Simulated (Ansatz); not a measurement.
The reference is Ti3Al (space group P6_3/mmc, No. 194; a = 5.6876 Å, c = 4.6084 Å). Axes: x lies along a and z along c of the hexagonal cell.

The values are results of PBEsol (Ansatz, a first-principles code; PAW; 420 eV plane waves; without spin-orbit coupling), not measurements.

For the base:

- Volume per atom: 16.14 Å³

One thing is altered: uniaxial stress, 2 GPa tension along z, with the cell and atoms free to relax against it.

Question: What happens to the energy relative to the base?

Answer: The energy rises by 0.9 meV/atom.

Question: How does this affect the volume per atom?

Answer: The volume per atom increases by 0.08 Å³, from 16.14 Å³ to 16.22 Å³.

Load acts through the strain it causes; cell and atoms are relaxed under it. Beyond what the load breaks, stability against distortions was not tested. The final runs are not spin-polarised.
